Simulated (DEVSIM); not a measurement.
Structure: abrupt GaSb n-p junction, at 400 K.

Layer 1 from the left is GaSb, thickness (μm) 0.250, Nd (cm⁻³) 3.9e15, τn (s) 7.4e-8, τp (s) 7.4e-8. Layer 2 from the left is GaSb, thickness (μm) 0.620, Na (cm⁻³) 9.8e16, τn (s) 7.4e-8, τp (s) 7.4e-8.

Left contact: ohmic. Right contact: ohmic. Voltage is applied to the left contact. Recombination: SRH at mid-gap, radiative, Auger. Mobility is μmin + (μ − μmin)/(1 + (N/Nref)^α).

The device is made up for the run: typed textbook-type constants, with dimensions and the other settings drawn at random. Values at 300 K; Nc and Nv go as T^1.5, mobilities as T to minus their exponent, the gap by Varshni's rule with the affinity fixed.

GaSb: gap (eV) 0.726, affinity (eV) 4.06, permittivity 15.7, Nc (cm⁻³) 2.1e17, Nv (cm⁻³) 1.8e19, μn (cm²/Vs) 5000, μp (cm²/Vs) 850, μn,min 1000, μp,min 190, Nref,n 2.8e17, Nref,p 9e17, αn 1.05, αp 0.65, T exponent of μn 2, T exponent of μp 1.7, B (cm³/s) 1e-10, Cn (cm⁶/s) 5e-30, Cp (cm⁶/s) 5e-30, Varshni α (eV/K) 0.00042, Varshni β (K) 140.

DEVSIM, 1D drift-diffusion, Boltzmann statistics, complete ionisation; no tunnelling, impact ionisation, image-force lowering or self-heating.

Problem. What does the simulation give for the dark forward voltage at 100 A/cm², the potential step across the device at zero bias, the largest field in the device at zero bias?

Solution. dark forward voltage at 100 A/cm² 0.145 V; potential step across the device at zero bias 0.341 V; largest field in the device at zero bias 22000 V/cm.
